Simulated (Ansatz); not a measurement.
The starting structures come from a database of crystals and need not be the phases stable at ambient conditions.

Tunnelling through a barrier is set by its complex band structure: the current falls as exp(−2κd) with the smallest κ.

Here is the system:

```
CELL_PARAMETERS angstrom
      5.56401     0.00000     0.00000
      0.00000     8.14682     0.00000
      2.78201     0.00000     2.78201
ATOMIC_POSITIONS crystal
  Bi 0.00000 0.84506 0.50000
  Bi 0.50000 0.15494 0.50000
  Br 0.50000 0.65485 0.50000
  Br 0.00000 0.34515 0.50000
  O  0.00000 0.00000 0.00000
  O  0.50000 0.00000 0.00000
```

Space group of this cell: P4/nmm. The cell was relaxed by PBE-D3(BJ).

Transport runs along the normal of the first two printed cell vectors, the (110) plane of the conventional cell.

No gap correction and no spin-orbit coupling; mid-gap values are interpolated between computed energies.

### Question
Estimate the band gap and the smallest decay constant κ at mid-gap that r2SCAN (Ansatz, a program for electronic structure) returns for this system.

### Answer
Gap 2.56 eV on a 12×4×12 mesh; κ = 0.242 1/Å, at (0.000, 0.250) of the in-plane reciprocal vectors. At the zone centre, at the nearest computed energy, the slowest state has κ = 0.25 1/Å.
